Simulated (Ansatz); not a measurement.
**A computed series for Ta2Se: thickness series**

Consider Ta₂Se (space group P4/nmm, No. 129; a = 3.367 Å, c = 10.001 Å; layered, stacked along the Cartesian z axis).

Free-standing slabs (6 atom(s) a layer) normal to the stacking axis with 15 Å of vacuum; in-plane cell relaxed.

Level of theory: r2SCAN+rVV10 (Ansatz, an electronic-structure program; PAW; 500 eV plane waves; no spin-orbit coupling).

| case | thickness between the outermost nuclei | in-plane lattice parameter a | shortest interatomic distance |
|---|---|---|---|
| base | – | 3.367 Å | 2.670 Å |
| 1 layer | 7.22 Å | 3.364 Å | 2.677 Å |
| 2 layers | 17.23 Å | 3.365 Å | 2.669 Å |
| 3 layers | 27.23 Å | 3.365 Å | 2.669 Å |

No phonon test of stability was made. All final runs are without spin polarisation.
